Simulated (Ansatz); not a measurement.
Base system: PbSe in the rock salt structure (space group Fm-3m, No. 225; a = 6.1780 Å). Axes: x, y, z lie along the cube axes.

The values are results of Ansatz (an electronic-structure program) r2SCAN, without spin-orbit coupling, not measurements.

Strains are applied to the cell and any free atomic positions relax.

One change was made to it. Results:

```json
[
 {"quantity": "pressure (mean of the normal stresses, compression positive)", "base": "-0.01 GPa", "after": "0.83 GPa"},
 {"quantity": "energy relative to the base (free energy F)", "base": "0 meV/atom", "after": "+2.8 meV/atom"}
]
```

Problem. What was done to the base?
A. uniaxial strain ε_zz = −1.50 %
B. uniaxial strain ε_zz = −2.00 %
C. uniaxial strain ε_zz = −1.00 %
D. uniaxial strain ε_zz = −3.00 %

Solution. A, uniaxial strain ε_zz = −1.50 %. For comparison, the energy relative to the base in the other runs: uniaxial strain ε_zz = −2.00 % gives +5.1 meV/atom; uniaxial strain ε_zz = −3.00 % gives +12 meV/atom; uniaxial strain ε_zz = −1.00 % gives +1.2 meV/atom.

Stability against distortions was not tested.
